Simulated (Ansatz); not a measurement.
# A computed series for ZnO: response to strain

Take ZnO in the wurtzite structure (space group P6_3mc, No. 186; a = 3.187 Å, c = 5.153 Å) as the base. Axes: x lies along a and z along c of the hexagonal cell.

Strains are applied to the cell and any free atomic positions relax.

The values are results of DFT with LDA, PAW potentials and a 420 eV plane-wave cutoff in Ansatz (a quantum-chemistry and plane-wave program), scalar-relativistic without spin-orbit coupling, not measurements.

Notes on the quantities. pressure: mean of the normal stresses, compression positive.

```tsv
variant	volume per atom	pressure	band gap
base	11.33 Å³	0.00 GPa	0.80 eV
uniaxial strain ε_xx = +0.60 %	11.40 Å³	-0.95 GPa	0.79 eV
uniaxial strain ε_xx = +1.20 %	11.47 Å³	-1.89 GPa	0.78 eV
uniaxial strain ε_xx = +1.80 %	11.53 Å³	-2.80 GPa	0.76 eV
uniaxial strain ε_xx = +2.40 %	11.60 Å³	-3.68 GPa	0.75 eV
uniaxial strain ε_xx = +3.00 %	11.67 Å³	[?]	[?]
```

Q: Complete the table.

A: 
- uniaxial strain ε_xx = +3.00 %, pressure: -4.55 GPa
- uniaxial strain ε_xx = +3.00 %, band gap: 0.74 eV

No phonon test of stability was made.
